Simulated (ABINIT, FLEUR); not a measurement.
An ABINIT input for a self-consistent single point of KBr (Fm-3m, 2 atoms in the cell) (DFT, PBEsol, plane waves, PAW (JTH v2.0 PBE PAW, files made for PBE)):

```
# KBr, JTH v2.0 PBE PAW
pp_dirpath "./"
pseudos "K.GGA_PBE-JTH.xml, Br.GGA_PBE-JTH.xml"
acell 3*1.0 Angstrom
rprim
         0.0000000000    3.3000000000    3.3000000000
         3.3000000000   -0.0000000000    3.3000000000
         3.3000000000    3.3000000000   -0.0000000000
natom 2
ntypat 2
znucl 19 35
typat 1 2
xred
         0.0000000000    0.0000000000    0.0000000000
         0.5000000000    0.5000000000    0.5000000000
ecut 21
pawecutdg 42
pawxcdev 0
ixc -116133
occopt 3
tsmear 0.05 eV
nband 13
kptopt 1
ngkpt 6 6 6
nshiftk 1
shiftk 0 0 0
nstep 50
tolvrs 1.0e-11
prtwf 0
prtden 0
enunit 1
```

**Question.** Give the FLEUR input for the same structure, mesh, smearing and functional.

**Answer.** This is the input that was run; spellings and numerical settings could be chosen otherwise.

Input of the input generator:

```
KBr crystal
&input film=f /
0.0000000000 3.3000000000 3.3000000000
3.3000000000 -0.0000000000 3.3000000000
3.3000000000 3.3000000000 -0.0000000000
1.8897261246
1.0 1.0 1.0

2
19 0.0000000000 0.0000000000 0.0000000000
35 0.5000000000 0.5000000000 0.5000000000

&comp jspins=1 /
&exco xctyp='PBEs' /
&kpt div1=6 div2=6 div3=6 gamma=t /
&end /
```

```xml
<?xml version="1.0" encoding="UTF-8" standalone="no"?>
<fleurInput fleurInputVersion="0.39">
   <comment>
      KBr crystal                                                                                         
   </comment>
   <calculationSetup>
      <cutoffs Kmax="4.5" Gmax="22.5" GmaxXC="22.5" numbands="0"/>
      <scfLoop itmax="80" minDistance="0.00001" maxIterBroyd="15" imix="Anderson" alpha="0.05" precondParam="0.0" spinf="2.0"/>
      <coreElectrons ctail="T" frcor="F" kcrel="0" coretail_lmax="0"/>
      <xcFunctional name="PBEs" relativisticCorrections="F"/>
      <magnetism jspins="1"/>
      <soc l_soc="F" theta="0.0" phi="0.0" spav="F"/>
      <expertModes spex="0" secvar="F"/>
      <geometryOptimization l_f="T" forcealpha="1.0" forcemix="BFGS" epsdisp="0.00001" epsforce="0.00001"/>
      <ldaU l_linMix="F" mixParam="0.05" spinf="1.0"/>
   </calculationSetup>
   <cell>
      <bzIntegration valenceElectrons="26.0" mode="hist" fermiSmearingEnergy="0.00183747">
         <kPointListSelection listName="default-1"/>
         <!-- k-points included here -->
         <xi:include xmlns:xi="http://www.w3.org/2001/XInclude" href="kpts.xml"> </xi:include>
      </bzIntegration>
      <!-- symmetry operations included here -->
      <xi:include xmlns:xi="http://www.w3.org/2001/XInclude" href="sym.xml"> </xi:include>
      <bulkLattice scale="1.0">
         <bravaisMatrix>
            <row-1>    0.0000000000000000     6.2360962111799996     6.2360962111799996</row-1>
            <row-2>    6.2360962111799996     0.0000000000000000     6.2360962111799996</row-2>
            <row-3>    6.2360962111799996     6.2360962111799996     0.0000000000000000</row-3>
         </bravaisMatrix>
      </bulkLattice>
   </cell>
   <atomSpecies>
      <species name="Potassium (K)" element="K" atomicNumber="19">
         <mtSphere radius="2.66" gridPoints="879" logIncrement="0.014"/>
         <atomicCutoffs lmax="10" lnonsphr="8"/>
         <electronConfig flipSpins="F">
            <coreConfig>(1s1/2) (2s1/2) (2p1/2) (2p3/2)</coreConfig>
            <valenceConfig>(3s1/2) (3p1/2) (3p3/2) (4s1/2)</valenceConfig>
            <stateOccupation state="(4s1/2)" spinUp="0.5" spinDown="0.5"/>
         </electronConfig>
         <energyParameters s="4" p="3" d="3" f="4"/>
         <lo type="SCLO" l="0" n="3" eDeriv="0"/>
         <lo type="HELO" l="1" n="4" eDeriv="0"/>
         <lo type="HELO" l="1" n="4" eDeriv="1"/>
         <lo type="SCLO" l="2" n="3" eDeriv="2"/>
         <lo type="SCLO" l="3" n="4" eDeriv="2"/>
      </species>
      <species name="Bromine (Br)" element="Br" atomicNumber="35">
         <mtSphere radius="2.66" gridPoints="879" logIncrement="0.014"/>
         <atomicCutoffs lmax="10" lnonsphr="8"/>
         <electronConfig flipSpins="F">
            <coreConfig>(1s1/2) (2s1/2) (2p1/2) (2p3/2) (3s1/2) (3p1/2) (3p3/2)</coreConfig>
            <valenceConfig>(3d3/2) (3d5/2) (4s1/2) (4p1/2) (4p3/2)</valenceConfig>
            <stateOccupation state="(4p1/2)" spinUp="0.8333333333333" spinDown="0.8333333333333"/>
            <stateOccupation state="(4p3/2)" spinUp="1.6666666666667" spinDown="1.6666666666667"/>
         </electronConfig>
         <energyParameters s="4" p="4" d="4" f="4"/>
         <lo type="SCLO" l="2" n="3" eDeriv="0"/>
         <lo type="SCLO" l="2" n="3" eDeriv="1"/>
         <lo type="SCLO" l="0" n="4" eDeriv="2"/>
         <lo type="SCLO" l="1" n="4" eDeriv="2"/>
         <lo type="SCLO" l="3" n="4" eDeriv="2"/>
      </species>
   </atomSpecies>
   <atomGroups>
      <atomGroup species="Potassium (K)">
         <relPos label="                   1">.0000000000 .0000000000 .0000000000</relPos>
         <force calculate="T" relaxXYZ="TTT"/>
      </atomGroup>
      <atomGroup species="Bromine (Br)">
         <relPos label="                   2">1.000/2.000 1.000/2.000 1.000/2.000</relPos>
         <force calculate="T" relaxXYZ="TTT"/>
      </atomGroup>
   </atomGroups>
   <output dos="F" band="F" slice="F">
      <checks vchk="F" cdinf="F"/>
      <bandDOS minEnergy="-.5*Htr" maxEnergy="0.5*Htr" sigma="0.015" storeEVData="T"/>
      <vacuumDOS vacdos="F" integ="F" star="F" nstars="0" locx1="0.0" locy1="0.0" locx2="0.0" locy2="0.0" nstm="0" tworkf="0.0"/>
      <unfoldingBand unfoldBand="F" supercellX="1" supercellY="1" supercellZ="1"/>
      <plotting iplot="0" polar="F">
         <plot TwoD="T" vec1="  1.0  0.0  0.0" vec2="  0.0  1.0  0.0" vec3="  0.0  0.0  1.0" zero="  0.0  0.0  0.0" file="plot"/>
      </plotting>
      <chargeDensitySlicing numkpt="0" minEigenval="0.0" maxEigenval="0.0" nnne="0" pallst="F"/>
      <specialOutput eonly="F"/>
      <magneticCircularDichroism mcd="F" energyLo="-10.0" energyUp="0.0"/>
   </output>
  <!-- We include the file relax.xml here to enable relaxations (see documentation) -->
  <xi:include xmlns:xi="http://www.w3.org/2001/XInclude" href="relax.xml"> <xi:fallback/> </xi:include>
</fleurInput>
```

Basis, cutoffs, solver keys and any potentials are the target program's own. This input uses DFT, PBEsol, all-electron FLAPW (FLEUR), scalar-relativistic valence. Both were run: gap on the mesh 4.280 eV in ABINIT and 4.282 in FLEUR.

On ABINIT: the starting cell has typed, rounded lattice constants, without a prior relaxation at this level. The potentials were made for another functional than the one used.

On FLEUR: the starting cell has typed, rounded lattice constants, without a prior relaxation at this level. Values depend on the basis (sphere radii, cutoffs, local orbitals), which need not be converged.
